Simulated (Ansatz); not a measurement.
Consider the following.

```yaml
crystal:
  lattice:
    - [4.13323, 0.00000, 0.00000]
    - [0.00000, 4.13323, 0.00000]
    - [2.06662, -2.06662, 3.11354]
  atoms:
    - { symbol: In, position: [0.00000, 0.00000, 0.00000] }
    - { symbol: As, position: [0.75000, 0.75000, 0.50000] }
```

No spin polarisation.

Computed with LDA (Ansatz, a program for electronic structure, PAW, no SOC). Γ-centred 10×10×10 mesh, Fermi–Dirac width 0.05 eV.

### Question
What is the computed space group?

### Answer
I-4m2 (No. 119).

### Question
Predict the band gap.

### Answer
Zero.

### Question
What is the computed pressure (mean of the normal stresses, compression positive)?

### Answer
1.7 GPa.

A case with no gap was solved on a k-mesh chosen for an insulator, which is coarse for it. The cells carry an imposed strain or load. Stability against distortions was not tested. All final runs are without spin polarisation. The cell was made from InAs in the zinc blende structure (space group F-43m, No. 216) by this change: biaxial strain −3.00 %, plane normal [001], relaxed out of plane. The zero or small gap of InAs can change with the level of theory.
